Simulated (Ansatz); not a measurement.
**CdTe: band gap against pressure**

CdTe (zinc blende, F-43m, 32.901 Å³/atom and stress up to 0.01 GPa in the relaxed cell, cube axes along x, y and z) under hydrostatic pressure, with the cell free. LDA in Ansatz, a plane-wave DFT program (PAW, default set), 420 eV, 9×9×9 Γ-centred mesh, Fermi-Dirac smearing 0.05 eV; ions are relaxed, or left where forces stay under 0.02 eV/Å, within the symmetry of each cell. Gaps are the smallest over the k-mesh and a band path, without spin-orbit coupling; in all rows the valence edge lies at Γ and the conduction edge at Γ.

Here P stands for pressure and Eg for gap.

```csv
pressure (GPa),gap (eV)
-2.0,0.466
-1.0,0.544
0.0,0.614
0.9,0.670
2.1,0.739
4.5,?
```

Q: Using a straight line, estimate the missing Eg at P = 4.5 from the other rows, showing the fit.

A: Means: P 0, Eg 0.6066. About the means, the sum of products is 0.67890 and the sum of squares of P is 10.220; the slope is their ratio. Least squares gives Eg = 0.6066 + 0.06643·P. Residuals (row less fit): -0.0077, 0.0038, 0.0074, 0.0036, -0.0071; standard error 0.0080 (degrees of freedom: 3). Over these rows the gap moves by 66 ± 3 meV per GPa. At the withheld row, Eg = 0.6066 + 0.06643 × 4.5 = 0.9055 eV. The calculation gives 0.862 eV, 0.0435 eV below the prediction (11.0 % of the range of Eg in the table). The row lies outside the fitted rows, so this is an extrapolation. From the scatter of the fitted rows alone, a prediction at this place has a standard error of 0.0143 eV, so the miss is 3.0 times that.

A polynomial of degree 2 through the 5 other runs of the series gives 0.847 there. Other structures, which can take over under pressure, weren't tried. Spin-orbit coupling is left out, which can shift this property for CdTe. Rows are the converged runs of the series near zero and its far end, less any whose ions stayed unrelaxed beside relaxed ones; series whose fitted rows scatter by over a few per cent of the range, as at a crossing or softening among them, aren't shown in this form. Most that stay on the fit to the last digits aren't either.
